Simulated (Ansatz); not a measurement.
The starting structures come from a database of crystals and need not be the phases stable at ambient conditions.

 Where the default PAW files enter, the runs use the earlier of Ansatz's two default sets.

## Evanescent states of Rh₂O₃ (R-3c, corundum, not sure to be the ambient phase, 10 atoms a cell, 10.6 Å³ an atom) along the normal of (001)

All values below come from r2SCAN (plane waves, PAW; Ansatz, a program for electronic structure).

The gap is the functional's own, uncorrected, and κ follows it; spin-orbit coupling is left out. Mid-gap values are interpolated between the computed energies.

Energies count from the valence-band top; κ is the least over a 12×12 mesh across the current.

```json
[
 {"E (eV)": "0.04", "κ (1/Å)": "0.120", "where": "Γ"},
 {"E (eV)": "0.10", "κ (1/Å)": "0.207", "where": "Γ"},
 {"E (eV)": "0.17", "κ (1/Å)": "0.248", "where": "off Γ"},
 {"E (eV)": "0.24", "κ (1/Å)": "0.267", "where": "off Γ"},
 {"E (eV)": "0.32", "κ (1/Å)": "0.281", "where": "off Γ"},
 {"E (eV)": "0.39", "κ (1/Å)": "0.292", "where": "off Γ"},
 {"E (eV)": "0.46", "κ (1/Å)": "0.300", "where": "off Γ"},
 {"E (eV)": "0.53", "κ (1/Å)": "0.306", "where": "off Γ"},
 {"E (eV)": "0.59", "κ (1/Å)": "0.309", "where": "off Γ"},
 {"E (eV)": "0.67", "κ (1/Å)": "0.310", "where": "off Γ"},
 {"E (eV)": "0.73", "κ (1/Å)": "0.308", "where": "off Γ"},
 {"E (eV)": "0.81", "κ (1/Å)": "0.278", "where": "off Γ"},
 {"E (eV)": "0.88", "κ (1/Å)": "0.225", "where": "off Γ"},
 {"E (eV)": "0.94", "κ (1/Å)": "0.136", "where": "off Γ"}
]
```

### Question
How thick must the barrier be to attenuate the transmission by 10^6 when the electrodes' Fermi level lies at 0.39 eV, and what attenuation does that film give at 0.53 eV?

### Answer
d = 6 ln 10 / (2 × 0.292) = 23.7 Å. At 0.53 eV it gives 6 × 0.306/0.292 = 6.3 decades.
